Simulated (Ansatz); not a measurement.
System: Nb₂AlB₂ (model structure, started from the Ti2InB2 type, P-6m2, No. 187, 5 atoms in the cell). Method: r²SCAN in Ansatz (plane waves, PAW).

Numerical settings: plane-wave cutoff 560 eV, 24×24×8 k mesh (along the axes of the cell as run), Fermi–Dirac smearing 0.05 eV, no spin polarisation, scalar-relativistic PAW data made under PBE.

Cell (relaxed at this level):

```yaml
crystal:
  lattice:
    - [3.10546, 0.00000, 0.00000]
    - [-1.55273, 2.68941, 0.00000]
    - [0.00000, 0.00000, 7.59177]
  atoms:
    - { symbol: Nb, position: [0.33333, 0.66667, 0.70689] }
    - { symbol: Nb, position: [0.33333, 0.66667, 0.29311] }
    - { symbol: Al, position: [0.00000, 0.00000, 0.00000] }
    - { symbol: B, position: [0.00000, 0.00000, 0.50000] }
    - { symbol: B, position: [0.66667, 0.33333, 0.50000] }
```

Question: Estimate the bulk modulus B0 that the calculation returns.

Answer: 
- bulk modulus B0 = 191 GPa

Note: the run has no spin polarisation, so it can have missed a magnetic state; the bulk modulus is −V dP/dV from two relaxed cells at ±2 % in volume; the relaxation could raise the start's symmetry but not lower it, so the cell can be a saddle point.

Static lattice: no zero-point or thermal effects.

The result took about 9 core-minutes (a rough figure).

A model structure was made by putting elements into a prototype or built by hand; it is no filed structure, need not be a known phase, and can be a saddle point held by its symmetry.

Ansatz is a quantum-chemistry and plane-wave program.
